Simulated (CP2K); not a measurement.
Troubleshooting CP2K: a failed run on CaGaAu (Pnma, 12 atoms in the cell). The aim is a self-consistent single point with DFT PBEsol, GPW, DZVP-MOLOPT-SR-GTH basis, GTH-PBE potentials (GTH_POTENTIALS).

Cell that was meant: a = 7.2820 Å, b = 4.5420 Å, c = 7.7330 Å, α = 90.00°, β = 90.00°, γ = 90.00°.

Part of the input:

```
        METHOD BROYDEN_MIXING
        ALPHA 0.3
        NBUFFER 8
        BETA 0
      &END MIXING
      &SMEAR ON
        METHOD METHFESSEL_PAXTON
```

Output, abridged:

```
 GLOBAL| Method name                                                        CP2K
 GLOBAL| Project name                                                       bulk
 GLOBAL| Run type                                                   ENERGY_FORCE

 CELL| Volume [angstrom^3]:                                           255.767769
   [... lines left out ...]
 *******************************************************************************
 BRILLOUIN| K-point scheme                                        Monkhorst-Pack
 BRILLOUIN| K-Point grid                                             3    5    3
 BRILLOUIN| K-point symmetry accuracy                               0.100000E-05
 BRILLOUIN| K-Point point group symmetrization                               OFF
 BRILLOUIN| Wavefunction type                                            COMPLEX
 BRILLOUIN| List of Kpoints [2 Pi/Bohr]                                       23
 BRILLOUIN| Number           Weight            X              Y              Z
 BRILLOUIN|     1           0.04444       -0.33333       -0.40000       -0.33333
 BRILLOUIN|     2           0.04444       -0.33333       -0.40000        0.00000
 BRILLOUIN|     3           0.04444       -0.33333       -0.40000        0.33333
   [... 20 lines left out ...]
 *******************************************************************************

 *******************************************************************************
 *   ___                                                                       *
 *  /   \                                                                      *
 * [ABORT]                                                                     *
 *  \___/      Mixing employing the Kerker damping factor needs BETA /= 0.0    *
 *    |                                                                        *
 *  O/|                                                                        *
 * /| |                                                                        *
 * / \                                             qs_scf_initialization.F:740 *
 *******************************************************************************

 ===== Routine Calling Stack =====

            3 qs_energies
            2 qs_forces
            1 CP2K
Abort(1) on node 0 (rank 0 in comm 0): application called MPI_Abort(MPI_COMM_WORLD, 1) - process 0
```

**Question.** From the messages shown, name the fault and mend the input.

**Answer.** The fault is a screening parameter of zero in the density mixing; here the program stops on it instead of giving results. To fix it, leave the parameter to its default or give it a positive value. The program stopped before any SCF iteration.

The sound input it was made from differs as follows (other fixes are possible):
```diff
-        BETA 0
+        BETA 1
```

With that input, the run converged in 17 iterations: free energy E − TS -15711.6091 eV; Fermi level (on the code's own zero) 7.22 eV; pressure -0.54 GPa; largest force (vector length) 0.077 eV/Å (DFT PBEsol, GPW, DZVP-MOLOPT-SR-GTH basis, GTH-PBE potentials (GTH_POTENTIALS)).

On the sound input: the starting cell comes from a database of published, mostly measured structures (it also holds non-ambient and calculated ones), without a prior relaxation at this level. Values carry the incompleteness of an atom-centred basis. The potentials were made for another functional than the one used.
